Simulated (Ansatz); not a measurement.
The starting structures come from a database of crystals and need not be the phases stable at ambient conditions.

Tunnelling through a barrier is set by its complex band structure: the current falls as exp(−2κd) with the smallest κ.

Consider the following.

```xyz
18
Lattice="6.5809 0.0000 0.0000 0.0000 6.8827 0.0000 -3.2697 0.0000 5.6872" Properties=species:S:1:pos:R:3 pbc="T T T"
K      3.4098     3.4409     1.9604
K     -0.0986     3.4418     3.7268
K     -0.0986     6.8822     3.7268
K      3.4098     0.0005     1.9604
Zr     2.7998     1.7207     5.3932
Zr     0.5114     5.1620     0.2940
F      0.9962     0.3276     0.5728
F      2.3150     6.5551     5.1145
F      2.3150     3.7690     5.1145
F      0.9962     3.1137     0.5728
F      1.3498     5.1620     2.2222
F      1.9615     1.7207     3.4650
F      0.7116     1.7207     5.6389
F      2.5996     5.1620     0.0483
F      4.1808     5.1620     3.9657
F     -0.8696     1.7207     1.7216
F     -2.2195     1.7207     4.0695
F      5.5307     5.1620     1.6177
```

Space group of this cell: Cmcm. The cell is taken as given.

Transport runs along the normal of the first two printed cell vectors.

The gap is the functional's own, uncorrected, and κ follows it; spin-orbit coupling is left out. Mid-gap values are interpolated between the computed energies.

Problem. State the band gap and the smallest decay constant κ at mid-gap according to r2SCAN (Ansatz, an electronic-structure program).

Solution. Gap 6.62 eV on a 6×6×6 mesh; κ = 0.603 1/Å, at the zone centre.
